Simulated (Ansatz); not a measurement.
Step by step: formation energy of Mg2C (anti-fluorite, Fm-3m) from the elements

We look at the formation energy of Mg2C (anti-fluorite, Fm-3m) from the elements. Reaction: C (graphite) + 2 Mg (hcp) → Mg2C (anti-fluorite). The sign is products less reactants. The value is per atom of the solid.

Mg2C (anti-fluorite, Fm-3m), 3 atoms in the cell. Conventional cell: a = b = c = 5.387 Å, α = β = γ = 90.00°.

Setting: static, neutral cells in Ansatz (PAW) whose structures rest at the PBE+D3(BJ) level. Ansatz (a program for electronic structure) runs with its default PAW set. Other levels take these structures. The lattices are those relaxed with PBE+D3(BJ), so at other levels the solids can be strained.

Total energies of the cells in eV, at zero smearing width. They compare only within one column; the weights balance every element.

```json
[
 {"cell": "Mg2C (anti-fluorite)", "atoms": "3", "weight": "+4", "r2SCAN+D4": "-4104.15687"},
 {"cell": "C (graphite)", "atoms": "4", "weight": "−1", "r2SCAN+D4": "-1006.96431"},
 {"cell": "Mg (hcp)", "atoms": "2", "weight": "−4", "r2SCAN+D4": "-3852.86159"}
]
```

r2SCAN+D4: 4 × (-4104.15687) − (-1006.96431) − 4 × (-3852.86159) = 1.783 eV; dividing by 12 atoms gives 0.15 eV/atom.

What follows from the r2SCAN+D4 value: A formula unit of Mg2C has 3 atoms, so it forms with 0.1486 × 3 = 0.446 eV, or 43.0 kJ/mol at 96.485 kJ/mol per eV.
